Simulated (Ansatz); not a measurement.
**ZrSe2: isotropic strain +3.65 %**

The reference is ZrSe2 in the CdI2 type structure (space group P-3m1, No. 164; a = 3.7351 Å, c = 6.0315 Å; layered, stacked along the Cartesian z axis).

One thing is altered: every lattice vector is stretched by 3.65 %, atoms relaxed at fixed cell.

Computed with PBE-D3(BJ) (Ansatz, a program for electronic structure, PAW, no spin-orbit coupling). Γ-centred 14×14×8 mesh, Fermi–Dirac width 0.05 eV.

```json
[
 {"quantity": "volume per atom", "base": "24.29 Å³", "changed": "27.05 Å³", "shift": "+2.76 Å³"},
 {"quantity": "space group", "base": "P-3m1 (No. 164)", "changed": "P-3m1 (No. 164)", "shift": "–"},
 {"quantity": "shortest interatomic distance", "base": "5.073 bohr", "changed": "5.136 bohr", "shift": "+0.063 bohr"},
 {"quantity": "energy relative to the base (free energy F)", "base": "0 meV/atom", "changed": "+31 meV/atom", "shift": "+31 meV/atom"},
 {"quantity": "band gap (an upper bound: an edge found on the path is not a true extremum; the changed cell)", "base": "zero", "changed": "0.46 eV", "shift": "–"},
 {"quantity": "largest internal atomic displacement", "base": "–", "changed": "0.111 Å", "shift": "–"}
]
```

Stability against distortions was not tested. All final runs are without spin polarisation. Gaps under 0.05 eV, about the width of the smearing, are given as zero. A zero or small gap of ZrSe2 can be the functional's error rather than a property of the material.
